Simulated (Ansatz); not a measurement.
CsGeI₃ (model structure, started from the 2H-BaNiO3 type, P6₃/mmc, No. 194, 10 atoms in the cell) was calculated with PBEsol (Ansatz, an electronic-structure program, PAW).

Numerical settings: plane-wave cutoff 500 eV, 6×6×6 k mesh, Fermi–Dirac smearing 0.05 eV, scalar-relativistic PAW data made under PBE.

Cell (relaxed at this level):

CsGeI3 is taken in the hexagonal space group P6₃/mmc (No. 194), Pearson symbol hP10. Conventional cell: a = b = 8.1437 Å, c = 7.0959 Å, α = β = 90.00°, γ = 120.00°. Cs on 2d has 12 I at 4.072–4.240 Å (anticuboctahedral). Ge on 2a is coordinated by 6 I at 2.969 Å (octahedral). I on 6h sees 2 Ge at 2.969 Å and 4 Cs at 4.072–4.240 Å. (Neighbours: up to the widest gap in distance over summed covalent radii, below 1.35, at either atom; cation-cation and far metal-metal contacts left out.)

What does this level give for the band gap?


- band gap: 1.63 eV (on the SCF k mesh)

Note: the relaxation could raise the start's symmetry but not lower it, so the cell can be a saddle point.

Spin–orbit coupling is not included; with these elements it can move the gap by several tenths of an eV or more.

Computed values are for the static lattice.

The result took around 13 core-minutes (rough).

A model structure was made by putting elements into a prototype or built by hand; it is no filed structure, need not be a known phase, and can be a saddle point held by its symmetry.
